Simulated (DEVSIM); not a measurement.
Device: abrupt Ge n-p junction, at 350 K.

| layer (left to right) | material | thickness (μm) | Nd (cm⁻³) | Na (cm⁻³) | τn (s) | τp (s) |
|---|---|---|---|---|---|---|
| 1 | Ge | 13.0 | 1.2e15 | - | 0.00097 | 0.00097 |
| 2 | Ge | 2.00 | - | 4.9e15 | 0.00097 | 0.00097 |

Left contact: ohmic. Right contact: ohmic. Voltage is applied to the left contact. Recombination: SRH at mid-gap, radiative, Auger. Mobility is μmin + (μ − μmin)/(1 + (N/Nref)^α).

The device is made up for the run: typed textbook-type constants, with dimensions and the other settings drawn at random. Values at 300 K; Nc and Nv go as T^1.5, mobilities as T to minus their exponent, the gap by Varshni's rule with the affinity fixed.

```
parameter               Ge
----------------  --------
gap (eV)             0.664
affinity (eV)            4
permittivity            16
Nc (cm⁻³)          1.04e19
Nv (cm⁻³)             6e18
μn (cm²/Vs)           3900
μp (cm²/Vs)           1900
μn,min                 150
μp,min                 100
Nref,n              2.6e17
Nref,p                4e17
αn                    0.56
αp                     0.6
T exponent of μn      1.66
T exponent of μp      2.33
B (cm³/s)          6.4e-14
Cn (cm⁶/s)           1e-31
Cp (cm⁶/s)           1e-31
Varshni α (eV/K)  0.000477
Varshni β (K)          235
```

DEVSIM, 1D drift-diffusion, Boltzmann statistics, complete ionisation; no tunnelling, impact ionisation, image-force lowering or self-heating.

The thickness of layer 1 was swept, all else fixed.

```csv
thickness of layer 1 (μm),dark forward voltage at 100 A/cm² (V)
2.6,0.150
4.5,0.171
7.8,0.198
13,0.238
22,0.299
39,0.406
65,0.558
```

From the first row to the last the dark forward voltage at 100 A/cm² goes from 0.150 to 0.558.
